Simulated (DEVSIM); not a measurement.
**abrupt Si n-p junction**

Device: abrupt Si n-p junction, at 300 K.

```tsv
layer (left to right)	material	thickness (μm)	Nd (cm⁻³)	Na (cm⁻³)	τn (s)	τp (s)
1	Si	89.0	9e18	-	0.00039	0.00039
2	Si	0.640	-	5.5e15	0.00039	0.00039
```

Left contact: ohmic. Right contact: ohmic. Voltage is applied to the left contact. Recombination: SRH at mid-gap, Auger. Gap narrowing is on: ΔEg = 6.92 meV × (l + √(l² + 0.5)), l = ln(N/1.3e17 cm⁻³), shared equally by both band edges. Mobility is constant in doping.

The device is made up for the run: typed textbook-type constants, with dimensions and the other settings drawn at random. Values at 300 K.

```
parameter           Si
-------------  -------
gap (eV)         1.124
affinity (eV)     4.05
permittivity      11.7
Nc (cm⁻³)      2.86e19
Nv (cm⁻³)       3.1e19
μn (cm²/Vs)       1417
μp (cm²/Vs)        470
Cn (cm⁶/s)     2.8e-31
Cp (cm⁶/s)     9.9e-32
```

DEVSIM, 1D drift-diffusion, Boltzmann statistics, complete ionisation; no tunnelling, impact ionisation, image-force lowering or self-heating.

- Potential step across the device at zero bias = 0.841 V
- Largest field in the device at zero bias = 120000 V/cm
- Dark forward voltage at 1 A/cm² = 0.507 V
- Dark forward voltage at 100 A/cm² = 0.634 V

Small-signal capacitance in reverse bias (quasi-static):

```tsv
V (V)	C (nF/cm²)
0.04	24.5
0.1	23.5
0.2	22.2
0.3	21.1
0.4	20.1
0.6	18.6
0.8	17.6
1	17.0
1.3	16.5
1.6	16.4
2	16.3
```

Dark reverse current:

```
V (V)  J (A/cm²)
-----  ---------
0.04      4.8e-9
0.10      6.5e-9
0.20      7.6e-9
0.30      8.7e-9
0.40      1.0e-8
0.60      1.4e-8
0.80      2.0e-8
1.00      2.8e-8
1.30      4.4e-8
1.60      6.2e-8
2.00      9.0e-8
```
